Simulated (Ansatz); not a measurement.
**GaAs in the zinc blende structure (space group F-43m, No. 216)**

```cif
data_AsGa
_chemical_formula_sum 'Ga1 As1'
_space_group_name_H-M_alt 'P 1'
_space_group_IT_number 1
_cell_length_a 4.06274
_cell_length_b 4.06274
_cell_length_c 4.06274
_cell_angle_alpha 60.000
_cell_angle_beta 60.000
_cell_angle_gamma 60.000
loop_
_space_group_symop_operation_xyz
  'x, y, z'
loop_
_atom_site_label
_atom_site_type_symbol
_atom_site_fract_x
_atom_site_fract_y
_atom_site_fract_z
_atom_site_occupancy
Ga1 Ga 0.00000 0.00000 0.00000 1
As1 As 0.25000 0.25000 0.25000 1
```

All numbers come from PBE (Ansatz, a program for electronic structure; PAW; 420 eV plane waves; without spin-orbit coupling). Settings: 10×10×10 k-points, 0.05 eV Fermi–Dirac smearing.

The volume per atom is 23.71 Å³, the density comes out as 5.07 g/cm³ and the band gap is 0.16 eV, direct at Γ. The lowest conduction-band minima above the VBM comes out as Γ 0.16 eV; L along ⟨111⟩ 0.87 eV; a point along ⟨100⟩, about 0.9 Å⁻¹ from Γ 1.49 eV. The total energy comes out as -4319.930 eV/atom (σ→0; compares only within this code and set-up).

Whether these cells are dynamically stable was not tested. A zero or small gap of GaAs can be the functional's error rather than a property of the material.
